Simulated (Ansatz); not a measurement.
An Ansatz (a program for electronic structure) input (PBE in Ansatz (plane waves to 420 eV, PAW, spin-orbit coupling left out)):

Ansatz 0.2 input:
```yaml
crystal:
  lattice:
    - [4.2360813486, 0, 0]
    - [0, 4.2360813486, 0]
    - [0, 0, 2.7711615834]
  atoms:
    - { symbol: Si, position: [0, 0, 0] }
    - { symbol: Si, position: [0.5, 0.5, 0.5] }
    - { symbol: O, position: [0.306981364, 0.306981364, 0] }
    - { symbol: O, position: [0.806981364, 0.193018636, 0.5] }
    - { symbol: O, position: [0.193018636, 0.806981364, 0.5] }
    - { symbol: O, position: [0.693018636, 0.693018636, 0] }
basis: { ecutwfc: 420, ecutrho_ratio: 4, xc_grid: 2, fft_grid_basis: typed }
kpoints: { mp_grid: { grid: [8, 8, 12] } }
hamiltonian:
  xc: pbe
  dispersion: none
  pseudopotentials: { kind: paw }
scf: { occupations: { method: fermi_dirac, width: 0.05 }, convergence: { dr2_threshold: 0.0000000006 } }
relax: { f_tol: 0.005, max_steps: 50 }
output: { forces: true, stress: true }
checkpoint: { write: state.ck, write_every: 1000 }
```

Task: Which symmetry and how many k-points will the program report, and about how many plane waves at Γ?

Result: Space group P42/mnm (ITA 136) with 16 operations, k-points 105 of 768, and 977 plane waves at Γ.

Task: And the final pressure?

Result: -9.56 GPa (compression positive).

The cells carry an imposed strain or load. No phonon test of stability was made. The cell was made from SiO₂ in the rutile structure (space group P4_2/mnm, No. 136) by this change: uniaxial strain ε_zz = +3.00 %.
